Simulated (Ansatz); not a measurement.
The parent structure is SrTiO3 in the cubic perovskite structure (space group Pm-3m, No. 221; a = 3.891 Å). Axes: x, y, z lie along the cube axes.

The values are results of PBEsol in Ansatz (plane waves to 420 eV, PAW, without spin-orbit coupling), earlier PAW set, not measurements.

Base values:

```
Property               Value
-------------------  -------
Smallest direct gap  2.19 eV
```

Perturbation: biaxial strain −2.15 %, plane normal [111], relaxed out of plane (Cartesian); in-plane vectors clamped, the third vector and the atoms free.

Estimate the effect on the in-plane stress.

The mean in-plane stress (compression positive) is +8.7 GPa.

What happens to the ratio −ε⊥/ε∥?

The ratio −ε⊥/ε∥ comes out as 0.69.

How does this affect the smallest direct gap?

The smallest direct gap decreases by 0.10 eV (2.19 eV → 2.09 eV).

No phonon test of stability was made. The final runs are not spin-polarised. Many cubic perovskites are stable only at high temperature; tilts and polar distortions were not tested.

Ansatz is a quantum-chemistry and plane-wave program.
